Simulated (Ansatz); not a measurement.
A self-consistent single point of a (001) slab of LaYMg6 (cut from a parent of space group no. 38; 16 atoms in the cell) with Ansatz (an electronic-structure program).

Computed with LDA (PW92), default PAW files made with PBE (plane waves; Ansatz).

```
CELL_PARAMETERS angstrom
      4.92573     0.00000     0.00000
      0.00000     8.25544     0.00000
      0.00000     0.00000    21.61450
ATOMIC_POSITIONS crystal
  La 0.50000 0.50000 0.55995
  La 0.50000 0.00000 0.32713
  Y  0.50000 0.50000 0.32386
  Y  0.50000 0.00000 0.55667
  Mg 0.50000 0.24381 0.67421
  Mg 0.50000 0.75619 0.67421
  Mg 0.00000 0.23811 0.56170
  Mg 0.00000 0.76189 0.56170
  Mg 0.00000 0.50000 0.67614
  Mg 0.00000 0.50000 0.44252
  Mg 0.50000 0.74381 0.44139
  Mg 0.50000 0.25619 0.44139
  Mg 0.00000 0.73811 0.32888
  Mg 0.00000 0.26189 0.32888
  Mg 0.00000 0.00000 0.44332
  Mg 0.00000 0.00000 0.67534
```

Reference input (self-consistent single point, DFT, LDA (PW92), plane waves, default PAW files made with PBE): basis.ecutwfc = 420 eV; kpoints.mp_grid.grid = 5 3 1; hamiltonian.xc = lda; hamiltonian.pseudopotentials = {kind: paw} (the program's default PAW files); scf.occupations.method = methfessel_paxton; scf.occupations.width = 0.1 eV. This run's input differs from it in these lines:

Ansatz 0.2 input:
```diff
@@ -23,3 +23,3 @@
 basis:
-  ecutwfc: 420.0
+  ecutwfc: 335.0
 kpoints:
```

Output (repeated stretches shortened):

```
SCF iter   1: F=—  HF=-42458.528304 eV  |F-HF|=—  |Δ(HF+E_count)|=         —  Δρ=4.38e-3  dr2=4.21e-1  ethr=1.77e-3  ⟨swp⟩=10.8  Hψ=2809  notcnv=0
all-band conjugate gradients solve this SCF's bands
preconditioner: auto → LDOS
SCF iter   2: F=—  HF=-42458.476290 eV  |F-HF|=—  |Δ(HF+E_count)|=   5.20e-2  S|Δr|=    0.00e0  Δρ=2.15e-3  dr2=4.35e-2  ethr=2.57e-4  ⟨swp⟩=3.3  Hψ=1246  notcnv=0  defer=49
   [... lines left out ...]
SCF iter   7: F=—  HF=-42458.455791 eV  |F-HF|=—  |Δ(HF+E_count)|=   1.69e-4  S|Δr|=    0.00e0  Δρ=8.02e-6  dr2=1.46e-6  ethr=8.61e-9  ⟨swp⟩=2.8  Hψ=774  notcnv=0  defer=49
SCF iter   8: F=—  HF=-42458.455791 eV  |F-HF|=—  |Δ(HF+E_count)|=   1.33e-7  S|Δr|=    0.00e0  Δρ=2.76e-6  dr2=1.70e-7  ethr=8.92e-10  ⟨swp⟩=2.5  Hψ=754  notcnv=0  defer=49
SCF iter   9: F=-42458.455791 eV  HF=-42458.455791 eV  |F-HF|=2.19e-8  |Δ(HF+E_count)|=   3.42e-9  S|Δr|=    0.00e0  Δρ=1.02e-6  dr2=3.16e-8  ethr=6.10e-11  ⟨swp⟩=19.3  Hψ=3043  notcnv=0
SCF 1 converged in 9 iterations: F = -42458.455791 eV  dr2 = 3.16e-8
Stability not checked (fill_not_monotonic)
Free energy (F): -42458.455791 eV
Internal energy: -42458.455651 eV  (E = F + TS)
E sigma→0 (E₀):  -42458.455756 eV
Entropy (-TS):   -0.000140 eV (-0.009 meV/atom)
Fermi energy:    1.452423 eV
--- Forces (eV/Å), atoms counted from 1 ---
  atom   1  La    -0.00000000     0.00000000     0.45200323
  atom   2  La     0.00000000     0.00000000    -0.21108949
  atom   3  Y     -0.00000000     0.00000000     0.24661726
  atom   4  Y     -0.00000000     0.00000000     0.28744934
   [... lines left out ...]
  atom  16  Mg     0.00000000     0.00000000    -0.39222276
--- Stress (GPa, compression-positive) ---
       -0.520908       0.000000       0.000000
        0.000000      -0.892162       0.000000
        0.000000       0.000000      -1.014910
  P = ⅓ Tr σ = -0.8093 GPa (-8.093 kbar)
  The stress holds the Pulay correction. Without it, at fixed plane waves, as pw.x and ABINIT print it: P = -0.9457 GPa
```

The run converged in 9 iterations. Against the reference run the free energy rises by 4.0 meV/atom and the largest force stays at 0.452 eV/Å.

The starting cell comes from a database of computed structures (which also holds hypothetical and non-ambient phases and stackings), without a prior relaxation at this level. The slab is cut from that crystal, and its faces are unrelaxed. Its lattice was rescaled in the plane by a random factor within 2.5 % of one. The two faces of this cut differ, and no dipole correction was used. The cutoff lies below the one recommended for these files.

Cost on one core of a shared machine: roughly 40 s.
